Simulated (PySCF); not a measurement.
PySCF 2.14.0, HF/def2-svp, df: W(S)2(NMe2)(OSiH3) (C[N](C)[W](=[S])(=[S])[O][SiH3]), 17 atoms. The geometry is a generated start, not checked to be a minimum at this level.

- task: energy
- method: hf
- basis: def2-svp
- two-electron scheme: density fitting
- mol.max_memory: 3000 MB
- mf.max_cycle: 100
- mf.init_guess: minao (default)
- mf.DIIS: CDIIS (default)
- mf.diis_space: 8 (default)
- mf.conv_tol: 1e-09 (default)
- effective core potentials: those of the basis set, past Kr
- basis functions: 187

```xyz
17

W      0.5071     0.4342     1.0971
S      1.1836     2.4937     1.3505
S     -0.0910    -0.2650     3.0740
N     -1.0684     0.4726    -0.0196
C     -2.2677    -0.3396     0.1713
C     -1.2881     1.4716    -1.0637
H     -3.1226     0.2961     0.4428
H     -2.5218    -0.8784    -0.7513
H     -2.0974    -1.0692     0.9723
H     -1.5763     0.9879    -2.0065
H     -2.0928     2.1620    -0.7716
H     -0.3670     2.0456    -1.2284
O      1.8686    -0.6512     0.3558
Si     3.0165    -1.6027    -0.2740
H      4.1882    -1.5117     0.6025
H      3.2796    -1.0872    -1.6263
H      2.4495    -2.9586    -0.3250
```

Charge 0 and multiplicity 1 are set for this test and not shown to be the ground state.

One run each on 2 threads, 1 BLAS thread. Values of level_shift (Hartree) tried: 0 (default), 0.1, 0.3, 1.

**Question.** Which value of level_shift (Hartree) needs the fewest Fock builds, and what happens away from it?

**Answer.** Fewest Fock builds, within one of each other: 0 (default) with 17, 0.1 with 18. The count rises to 34 at 1. All converge to one solution.

```json
[
 {"level_shift (Hartree)": "0 (default)", "Fock builds": "17", "end": "same solution"},
 {"level_shift (Hartree)": "0.1", "Fock builds": "18", "end": "same solution"},
 {"level_shift (Hartree)": "0.3", "Fock builds": "22", "end": "same solution"},
 {"level_shift (Hartree)": "1", "Fock builds": "34", "end": "same solution"}
]
```
